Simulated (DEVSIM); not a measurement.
Device: abrupt Ge p-n junction, at 300 K.

Layer 1 from the left is Ge, thickness (μm) 1.30, Na (cm⁻³) 2.1e16, τn (s) 3.9e-5, τp (s) 3.9e-5. Layer 2 from the left is Ge, thickness (μm) 130, Nd (cm⁻³) 4e14, τn (s) 3.9e-5, τp (s) 3.9e-5.

Left contact: ohmic. Right contact: ohmic. Voltage is applied to the left contact. Recombination: SRH at mid-gap, radiative, Auger. Mobility is μmin + (μ − μmin)/(1 + (N/Nref)^α).

Constants are typed, rounded textbook-type inputs, not results; the design itself was drawn at random and stands for no fabricated device. Values at 300 K.

Ge: gap (eV) 0.664, affinity (eV) 4, permittivity 16, Nc (cm⁻³) 1.04e19, Nv (cm⁻³) 6e18, μn (cm²/Vs) 3900, μp (cm²/Vs) 1900, μn,min 150, μp,min 100, Nref,n 2.6e17, Nref,p 4e17, αn 0.56, αp 0.6, B (cm³/s) 6.4e-14, Cn (cm⁶/s) 1e-31, Cp (cm⁶/s) 1e-31.

**Question.** Estimate by hand the capacitance at -6 V, and compare with a numerical solution.

**Answer.** 
- Capacitance at -6 V: C = √(qεN / 2(Vbi + |V|)) = 2.67 nF/cm²; numerical 2.68 nF/cm² (estimate below by 0.56 %).

DEVSIM, 1D drift-diffusion, Boltzmann statistics, complete ionisation; no tunnelling, impact ionisation, image-force lowering or self-heating.
